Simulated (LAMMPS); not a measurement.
LAMMPS 22 Jul 2025, classical MD, Tersoff (SiC.tersoff): SiC, 5832 atoms.

```
Quantity                                                                                           Value
-----------------------------------------------  -------------------------------------------------------
task                                                                                             MD, nve
potential                                                                           Tersoff, SiC.tersoff
copies of the repeat unit                                                                          9×9×9
shape (slab and sphere leave vacuum in the box)                                                     bulk
steps                                                                                               2000
timestep                                                                                            1 fs
thermo                                                                                                50
newton                                                                                      on (default)
atom_modify sort (bins of 2 Å where set)                                                  1000 (default)
comm_style                                                                               brick (default)
box                                                                                 39.2 × 39.2 × 39.2 Å
start                                            generated zinc blende lattice, warmed in an untimed run
```

All runs start from one configuration, warmed at this fixed volume for 1000 steps under a thermostat at 100 K. The run at a skin of 2 Å has a mean temperature of 100 K and a mean pressure of -5.3 GPa.

Single runs; times are not shown.

With neigh_modify every 1 delay 0 check yes, skins of 0.1, 0.3, 0.5, 1, 1.5, 2, 3 Å were run. Further schedules:
- skin 1 Å, every 100 delay 0 check no
- skin 2 Å, every 20 delay 0 check no
- skin 2 Å, every 1 delay 10 check yes
- skin 0.3 Å, every 100 delay 0 check no
- skin 2 Å, every 100 delay 0 check no
- skin 2 Å, every 10 delay 0 check yes
- skin 1 Å, every 20 delay 0 check no

A schedule rebuilds too seldom if it shows a dangerous build, rebuilds less often than the check at every step does at that skin, or fails.

Which schedules can miss pairs here, and how do rebuilds depend on the skin?

With the check at every step the rebuilds are 409 at 0.1 Å, 104 at 0.3 Å, 0 at 0.5 Å, 0 at 1 Å, 0 at 1.5 Å, 0 at 2 Å, 0 at 3 Å. Too seldom: skin 0.3 Å, every 100 delay 0 check no.

```tsv
setting	rebuilds	dangerous builds	list entries an atom	change of the total energy (meV/atom)
skin 0.1 Å, every 1 delay 0 check yes	409	—	12.8	−0.0011
skin 0.3 Å, every 1 delay 0 check yes	104	—	16.0	−0.0011
skin 0.5 Å, every 1 delay 0 check yes	0	—	16.0	−0.0011
skin 1 Å, every 1 delay 0 check yes	0	—	28.0	−0.0011
skin 1.5 Å, every 1 delay 0 check yes	0	—	34.0	−0.0011
skin 2 Å, every 1 delay 0 check yes	0	—	46.0	−0.0011
skin 3 Å, every 1 delay 0 check yes	0	—	86.0	−0.0011
skin 1 Å, every 100 delay 0 check no	20	not counted	28.0	−0.0011
skin 2 Å, every 20 delay 0 check no	100	not counted	46.0	−0.0011
skin 2 Å, every 1 delay 10 check yes	0	0	46.0	−0.0011
skin 0.3 Å, every 100 delay 0 check no	20	not counted	16.0	−0.0011
skin 2 Å, every 100 delay 0 check no	20	not counted	46.0	−0.0011
skin 2 Å, every 10 delay 0 check yes	0	0	46.0	−0.0011
skin 1 Å, every 20 delay 0 check no	100	not counted	28.0	−0.0011
```

Where the energy changes as in the checked runs, the late rebuilds cost nothing that shows in this run. List entries are as LAMMPS prints them (Ave neighs/atom).
